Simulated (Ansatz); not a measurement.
A series of runs on Ni (Fm-3m, 1 atom in the cell)

```
CELL_PARAMETERS angstrom
      0.00000     1.74244     1.74244
      1.74244     0.00000     1.74244
      1.74244     1.74244     0.00000
ATOMIC_POSITIONS crystal
  Ni 0.00000 0.00000 0.00000
```
Moments meant for the start (each program seeds them in its own way; μB, in the order of the atoms Ni): 2.0.

Base run A: PBE, PAW files in Ansatz (an electronic-structure program), self-consistent single point.

Its settings: basis.ecutwfc = 420 eV; kpoints.mp_grid.grid = 21 21 21; hamiltonian.xc = pbe; hamiltonian.pseudopotentials = {kind: paw} (the program's default PAW files); magnetization.spin_polarized = true; scf.occupations.method = fermi_dirac; scf.occupations.width = 0.1 eV.

The starting cell comes from a database of computed structures (which also holds hypothetical and non-ambient phases and stackings), without a prior relaxation at this level. Its lattice was rescaled by a random factor within 2.5 % of one. With one magnetic atom in the cell only a parallel order is possible. In the base run, with a pressure of about 7 GPa the cell is away from its equilibrium volume at this level. Ansatz's pressure includes its estimate of the finite-basis (Pulay) stress.

ΔF is the free energy per atom less that of run A. 

Run A gave: pressure (GPa) 6.52; size of the net moment (μB/atom) 0.61; iterations 9.

Runs:
- B: scf.mixing.algorithm, scf.mixing.beta_mag = broyden, 0.2
- C: scf.mixing.algorithm, scf.mixing.beta_mag = broyden, 0.5
- D: scf.mixing.algorithm, scf.mixing.beta_mag = broyden, 1
- E: scf.mixing.algorithm, scf.mixing.beta_mag = broyden, 2

**Question.** Which runs reach the base run's state, and which is quickest in iterations?

**Answer.** Runs B, C, D, E ended on the same solution as A (within 1 meV/atom and 0.1 μB a site). The fewest iterations to that state were 9 (A); the most were 16.

```csv
run,ΔF (meV/atom),pressure (GPa),size of the net moment (μB/atom),iterations
A,0.00,6.52,0.61,9
B,0.00,6.52,0.61,14
C,0.00,6.52,0.61,13
D,0.00,6.52,0.61,12
E,0.00,6.52,0.61,16
```

Keys are those of Ansatz 0.2.
